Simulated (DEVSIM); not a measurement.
abrupt InP n-p junction

System: abrupt InP n-p junction, at 300 K.

| layer (left to right) | material | thickness (μm) | Nd (cm⁻³) | Na (cm⁻³) | τn (s) | τp (s) |
|---|---|---|---|---|---|---|
| 1 | InP | 21.0 | 9.9e16 | - | 5.6e-9 | 5.6e-9 |
| 2 | InP | 0.360 | - | 1.3e14 | 5.6e-9 | 5.6e-9 |

Left contact: ohmic. Right contact: ohmic. Voltage is applied to the left contact. Recombination: SRH at mid-gap. Mobility is constant in doping.

Constants are typed, rounded textbook-type inputs, not results; the design itself was drawn at random and stands for no fabricated device. Values at 300 K.

```tsv
parameter	InP
gap (eV)	1.344
affinity (eV)	4.38
permittivity	12.5
Nc (cm⁻³)	5.7e17
Nv (cm⁻³)	1.1e19
μn (cm²/Vs)	5200
μp (cm²/Vs)	170
```

Simulated with DEVSIM: 1D drift-diffusion, Boltzmann statistics, complete ionisation; no tunnelling, impact ionisation, image-force lowering or self-heating.

The potential step across the device at zero bias is 1.005 V and the largest field in the device at zero bias comes out as 29000 V/cm. The dark forward voltage at 1 A/cm² is 0.659 V and the dark forward voltage at 100 A/cm² comes out as 0.802 V.

Dark reverse current:

```json
[
 {"V (V)": "0.04", "J (A/cm²)": "4.6e-10"},
 {"V (V)": "0.10", "J (A/cm²)": "8.8e-10"},
 {"V (V)": "0.20", "J (A/cm²)": "1.4e-9"},
 {"V (V)": "0.30", "J (A/cm²)": "1.8e-9"},
 {"V (V)": "0.40", "J (A/cm²)": "2.2e-9"},
 {"V (V)": "0.60", "J (A/cm²)": "2.8e-9"},
 {"V (V)": "0.80", "J (A/cm²)": "3.3e-9"},
 {"V (V)": "1.00", "J (A/cm²)": "3.7e-9"},
 {"V (V)": "1.30", "J (A/cm²)": "4.2e-9"},
 {"V (V)": "1.60", "J (A/cm²)": "4.6e-9"},
 {"V (V)": "2.00", "J (A/cm²)": "5.0e-9"}
]
```

Small-signal capacitance in reverse bias (quasi-static):

```json
[
 {"V (V)": "0.04", "C (nF/cm²)": "29.3"},
 {"V (V)": "0.1", "C (nF/cm²)": "29.2"},
 {"V (V)": "0.2", "C (nF/cm²)": "29.0"},
 {"V (V)": "0.3", "C (nF/cm²)": "28.9"},
 {"V (V)": "0.4", "C (nF/cm²)": "28.7"},
 {"V (V)": "0.6", "C (nF/cm²)": "28.4"},
 {"V (V)": "0.8", "C (nF/cm²)": "28.1"},
 {"V (V)": "1", "C (nF/cm²)": "27.9"},
 {"V (V)": "1.3", "C (nF/cm²)": "27.5"},
 {"V (V)": "1.6", "C (nF/cm²)": "27.2"},
 {"V (V)": "2", "C (nF/cm²)": "26.7"}
]
```
